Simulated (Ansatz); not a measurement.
The starting structures come from a database of crystals and need not be the phases stable at ambient conditions.

By PBEsol, the system below comes out a metal.

Crystal: TiP (P6_3/mmc, not sure to be the ambient phase, 8 atoms a cell, 15.5 Å³ an atom, -4 GPa at this level); planes in its conventional cell.

Calculation: PBEsol (plane waves, PAW; Ansatz, a quantum-chemistry and plane-wave program).

Ballistic conductance counts the channels of both spins, as a mean over 0.1 eV about the Fermi level; spin-orbit coupling is left out.

```tsv
plane	area (Å²)	G/A (10¹⁵ S/m²)
(001)	10.6	0.28
(100)	40.9	(withheld)
(110)	70.8	(withheld)
```

Task: Complete the blanks.

Result: 
- (100), G/A (10¹⁵ S/m²): 0.35
- (110), G/A (10¹⁵ S/m²): 0.36
